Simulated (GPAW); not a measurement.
Pressure against volume in fcc Ca (space group 225) (GPAW, PBEsol)

```yaml
crystal:
  lattice:
    - [0.00000, 2.65784, 2.65784]
    - [2.65784, 0.00000, 2.65784]
    - [2.65784, 2.65784, 0.00000]
  atoms:
    - { symbol: Ca, position: [0.00000, 0.00000, 0.00000] }
```

Method of the run: PBEsol, GPAW PAW datasets PBEsol (made by gpaw-setup) (plane waves; GPAW). Settings: mode = pw; ecut = 585 eV; xc = PBEsol; kpts = 28 28 28; mesh shift (steps) = 0 0 0; occupations.name = fermi-dirac; occupations.width = 0.05 eV; nbands = -9; convergence.density = 1e-06 e/electron; convergence.energy = 1e-06 eV/electron; symmetry.symmorphic = false; symmetry.tolerance = 0.0005; maxiter = 100. The cell above is the first row's. The rows scale it uniformly. In all rows the k mesh is held.

```csv
V (Å^3/atom),P (GPa)
37.5504,?
38.3668,1.20
39.1831,0.75
39.9994,0.34
40.8157,-0.03
41.6320,-0.38
42.4483,-0.70
43.2647,-0.99
44.0810,-1.26
```

Fit P of the 8 rows that show it with a cubic. With u = V - 41.2, the rows have u = -2.8332, -2.0169, -1.2006, -0.3843, 0.4320, 1.2483, 2.0647, 2.8810. Least squares gives P = -0.201 - 0.4242·u + 0.02213·u² - 0.00088·u³. Residuals (row less fit): 0.002, -0.002, -0.002, 0.005, 0.000, -0.002, 0.000, 0.000; standard error 0.003 (degrees of freedom: 4). The fitted pressure is zero at V0 = 40.74, where dP/dV = -0.4452, so B0 = -V0·dP/dV = 18.1 GPa.

### Question
Estimate the missing P (V = 37.5504); what did the run itself give?

### Answer
u = -3.6496, so P = -0.201 - 0.4242 × (-3.6496) + 0.02213 × (-3.6496)² - 0.00088 × (-3.6496)³ = 1.685 GPa. The calculation gives 1.68 GPa, which the fit meets to the printed digits. The row lies outside the fitted rows, so this is an extrapolation. From the scatter of the fitted rows alone, a prediction at this place has a standard error of 0.008 GPa, so the miss is 0.6 times that.

Carrying the step between the two nearest rows on in a straight line would have given 1.65, off by 0.03; series whose last step already gives the withheld value aren't shown. The reference cell has the volume at which an earlier scan in this program and functional put its minimum by a fit. Cutoffs and mesh are single choices, not tested for convergence of this quantity. Series with a scatter that would blur these digits, or in which a gap closes, are not shown.
